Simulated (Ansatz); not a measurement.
# CuF2 (P2₁/c, No. 14)

Calculation: PBE0 (Ansatz, a first-principles code, PAW).

Settings: plane-wave cutoff 500 eV, 8×6×6 k mesh (along the axes of the cell as run), gaussian smearing 0.02 eV, spin-polarised start, scalar-relativistic PAW data made under PBE.

Cell: relaxed with r²SCAN: a = 3.3346 Å, b = 4.4956 Å, c = 5.3006 Å, α = γ = 90.00°, β = 120.34°.

* **band gap**: 4.91 eV (on the SCF k mesh)

Note: the magnetic order was assumed, not searched for or taken from measurement; cell and atoms aren't relaxed at this level (largest force component 0.03 eV/Å, pressure 2.1 GPa).

Static lattice: no zero-point or thermal effects.
